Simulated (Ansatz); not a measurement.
BN (I-4m2), r2SCAN, rigid bands (Ansatz, a program for electronic structure): Condition of this run: biaxial stress in (001) of -18 GPa (compression positive) (the target of the relaxation). band gap 4.41 eV, N_c = 6.90e18 cm⁻³ and N_v = 1.13e19 cm⁻³ at 300 K, conductivity masses along y (a = (0.00, 1.84, 1.78) Å; b = (1.84, 0.00, 1.78) Å; c = (1.84, 1.84, 0.00) Å) of 0.304 mₑ (electrons) and 0.601 mₑ (holes). Take k_BT = 0.02585 eV.

Problem. What thermal injection velocity √(2k_BT/πm) limits a ballistic channel along the direction named?

Solution. 9.76e6 cm/s for electrons and 6.94e6 cm/s for holes, a ratio of √(m_h/m_e) = 1.41, for dilute carriers.

Problem. Find the intrinsic carrier density and the intrinsic Fermi level.

Solution. n_i = √(N_c N_v) exp(−E_g/2k_BT) = 8.83e18 × exp(−85.29) = 8.0e-19 cm⁻³. The level lies (k_BT/2) ln(N_v/N_c) = 6 meV from mid-gap (positive towards the conduction band). Each 0.1 eV added to the gap lowers n_i by a factor of 6.9.

Problem. A film of it is 5 nm thick, with its normal along the direction named. Estimate the confinement energies in an infinite well.

Solution. ħ²π²/(2m t²) = 0.376 eV·nm²/(m/mₑ × t²) gives 49.5 meV for electrons and 25.0 meV for holes, so the gap would widen to about 4.48 eV. Finite barriers and nonparabolic bands lower this, and with several valleys or bands the heaviest mass along the normal sets the lowest level, not this average.

Rigid, parabolic bands with the computed gap; masses take one relaxation time for all states. Spin-orbit coupling is left out. Geometry: cell and atoms relaxed with PBEsol.
